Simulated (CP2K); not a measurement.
# A short convergence ladder for Li (Im-3m, 1 atom in the cell)

```
Li
1.0
    3.03150     0.00000     0.00000
   -1.01050     2.85812     0.00000
   -1.01050    -1.42906     2.47521
Li
1
Direct
  0.00000   0.00000   0.00000
```

Base method: CP2K 2026.2 with PBEsol, GPW, DZVP-MOLOPT-SR-GTH basis, GTH-PBE potentials (GTH_POTENTIALS).

Base settings: CUTOFF = 400 Ry; REL_CUTOFF = 40 Ry; SMEAR/METHOD = GAUSSIAN; SIGMA = 0.1 eV; KPOINTS/SCHEME = MONKHORST-PACK 6 6 6; GAMMA_CENTERED = T; XC_FUNCTIONAL = PBE:PBESOL; Li/BASIS_SET = DZVP-MOLOPT-SR-GTH; Li/POTENTIAL = GTH-PBE-q3; METHOD = GPW.

Core times come from one kind of shared machine, to one figure; runs under 30 s give none.

**The size of a vacancy's supercell**

On Li (Im-3m, 2 atoms in the cell), and larger cells.

Steps: 2 x 1 x 1 supercell, one Li atom taken out, nothing relaxed; 2 x 2 x 1 supercell, one Li atom taken out, nothing relaxed; and so on, with the mesh thinned in proportion.

Only quantities that move along the ladder and can be compared are tabulated.

```tsv
atoms	unrelaxed vacancy energy (eV)	core time / last (rough)
2	0.465	0.2
4	0.534	0.3
8	0.530	0.5
12	0.534	0.6
18	0.541	1
```

Smallest size that holds the unrelaxed vacancy energy within 0.05 eV of the last step, with all finer ones: 4, at about 0.3 of the last step's time; the step before is off by 0.076 eV.

On the base run: the starting cell has typed, rounded lattice constants, without a prior relaxation at this level. Its lattice was rescaled by up to half a per cent. Values carry the incompleteness of an atom-centred basis. The potentials were made for another functional than the one used. Without a gap this mesh is coarse (it stands for a supercell whose shortest vector is 18 Å).
